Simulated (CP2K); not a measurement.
**Relaxation of the atoms of Sr₃Ag (Pm-3m, 4 atoms in the cell) at several settings**

```yaml
crystal:
  lattice:
    - [5.49087, 0.00000, 0.00000]
    - [0.00000, 5.49087, 0.00000]
    - [0.00000, 0.00000, 5.49087]
  atoms:
    - { symbol: Sr, position: [0.00000, 0.50000, 0.50000] }
    - { symbol: Sr, position: [0.50000, 0.00000, 0.50000] }
    - { symbol: Sr, position: [0.50000, 0.50000, 0.00000] }
    - { symbol: Ag, position: [0.00000, 0.00000, 0.00000] }
```

Base: LDA (Pade form), GPW, DZVP-MOLOPT-SR-GTH basis, GTH-PADE potentials (GTH_POTENTIALS) run with CP2K 2026.2. Its settings: CUTOFF = 500 Ry; REL_CUTOFF = 50 Ry; SMEAR/METHOD = MARZARI_VANDERBILT; SIGMA = 0.1 eV; KPOINTS/SCHEME = MONKHORST-PACK 5 5 5; XC_FUNCTIONAL = PADE; Sr/BASIS_SET = DZVP-MOLOPT-SR-GTH; Sr/POTENTIAL = GTH-PADE-q10; Ag/BASIS_SET = DZVP-MOLOPT-SR-GTH; Ag/POTENTIAL = GTH-PADE-q11; METHOD = GPW; EPS_DEFAULT = 1e-11; NGRIDS = 5; SCF_GUESS = ATOMIC; EPS_SCF = 1e-06; MAX_SCF = 100; ADDED_MOS = 8; MIXING/METHOD = BROYDEN_MIXING; MIXING/ALPHA = 0.2; MIXING/NBUFFER = 10. Starting volume 41.39 Å³ per atom.

Each line gives the change from the base single point and the result:

- atoms moved at random; EPS_SCF: 1e-06 → 0.001; EXTRAPOLATION: default → USE_GUESS; MAX_FORCE: default → 0.00058; RMS_FORCE: default → 0.00039: pressure -1.42 GPa; largest force (vector length) 0.003 eV/Å; relaxation steps 25; free energy against the base single point 24.7 meV/atom.
- atoms moved at random; EPS_SCF: 1e-06 → 1e-07; EXTRAPOLATION: default → USE_GUESS; MAX_FORCE: default → 0.0019; RMS_FORCE: default → 0.0013: pressure -1.42 GPa; largest force (vector length) 0.003 eV/Å; relaxation steps 25; free energy against the base single point -5.9 meV/atom.

The starting cell comes from a database of computed structures (which also holds hypothetical and non-ambient phases and stackings), without a prior relaxation at this level. Values carry the incompleteness of an atom-centred basis.

Left out of this page: 1 run of the series outside the window shown, repeating another row's setting, or not comparable.
